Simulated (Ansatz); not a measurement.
Consider Cu in the fcc (Cu type) structure (space group Fm-3m, No. 225; a = 3.6297 Å).

Calculations: Ansatz (a quantum-chemistry and plane-wave program), PBE, PAW, cutoff 420 eV, scalar-relativistic without spin-orbit coupling.

Before the change:

The volume per atom is 11.96 Å³.

Perturbation: a hydrostatic pressure of 30 GPa.

Task: Predict the new volume per atom.

Result: The volume per atom drops by 1.634 Å³ to 10.32 Å³.

Load acts through the strain it causes; cell and atoms are relaxed under it. Whether these cells are dynamically stable was not tested. No other phases were tried under pressure. All final runs are without spin polarisation.
